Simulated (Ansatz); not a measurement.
The parent structure is KCl in the rock salt structure (space group Fm-3m, No. 225; a = 6.243 Å).

All numbers come from Kohn–Sham DFT with the PBEsol functional, run in Ansatz (a program for electronic structure) with PAW and 420 eV plane waves, no spin-orbit coupling.

Strains are applied to the cell and any free atomic positions relax.

One change was made to it. Results:

The energy rises by 6.9 meV/atom; the mean gap deformation potential ΔEg/Δln V is -3.4 eV; the width of the top valence band rises by 0.03 eV, from 0.50 eV to 0.53 eV; the pressure goes up by 1.30 GPa (0.01 GPa → 1.31 GPa).

Task: Which of these changes matches the shifts?
A) isotropic strain −0.50 %
B) isotropic strain −2.00 %
C) isotropic strain +3.00 %
D) isotropic strain +1.50 %
E) isotropic strain −1.00 %

Result: B, isotropic strain −2.00 %. For comparison, the energy relative to the base in the other runs: isotropic strain −1.00 % gives +1.7 meV/atom; isotropic strain −0.50 % gives +0.4 meV/atom; isotropic strain +1.50 % gives +3.3 meV/atom; isotropic strain +3.00 % gives +12 meV/atom.

Stability against distortions was not tested.
